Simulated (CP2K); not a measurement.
Band structure of a sheet of Ta2N (3 atoms in the cell).

```
CELL_PARAMETERS angstrom
      2.90553     0.00000     0.00000
     -1.45277     2.51626     0.00000
      0.00000     0.00000    16.35107
ATOMIC_POSITIONS crystal
  N  0.00000 0.00000 0.50000
  Ta 0.33333 0.66667 0.57189
  Ta 0.66667 0.33333 0.42811
```

Computed with CP2K 2026.2 with PBE, GPW, DZVP-MOLOPT-SR-GTH basis, GTH-PBE potentials (GTH_POTENTIALS).

Settings: CUTOFF = 500 Ry; REL_CUTOFF = 40 Ry; SMEAR/METHOD = GAUSSIAN; SIGMA = 0.05 eV; KPOINTS/SCHEME = MONKHORST-PACK 7 7 1; XC_FUNCTIONAL = PBE; N/BASIS_SET = DZVP-MOLOPT-SR-GTH; N/POTENTIAL = GTH-PBE-q5; Ta/BASIS_SET = DZVP-MOLOPT-SR-GTH; Ta/POTENTIAL = GTH-PBE-q13; METHOD = GPW; EPS_DEFAULT = 1e-10; EXTRAPOLATION = USE_GUESS; NGRIDS = 5.

The starting cell was generated: these elements placed on a structure prototype, without a prior relaxation; it need not be a known phase or ordering of this composition. Its lattice was rescaled in the plane by a random factor within 2.5 % of one. Spin-orbit coupling is off. Spin polarisation is off; with an odd number of electrons in the cell that forces a metal, and a magnetic state may lie lower. Values carry the incompleteness of an atom-centred basis.

Levels in eV from the Fermi level, bands 12 to 17:
| point | 12 | 13 | 14 | 15 | 16 | 17 |
|---|---|---|---|---|---|---|
| Γ | -7.06 | -2.96 | -1.08 | -1.00 | -0.45 | -0.45 |
| M | -7.07 | -4.51 | 0.03 | 0.16 | 1.03 | 2.07 |
| K | -6.96 | -1.38 | -1.31 | -1.31 | 0.15 | 2.13 |

Bands cross the Fermi level along this path, so the cell is metallic at this level.

Higher empty bands are left out: an atom-centred basis made for the valence describes them poorly.
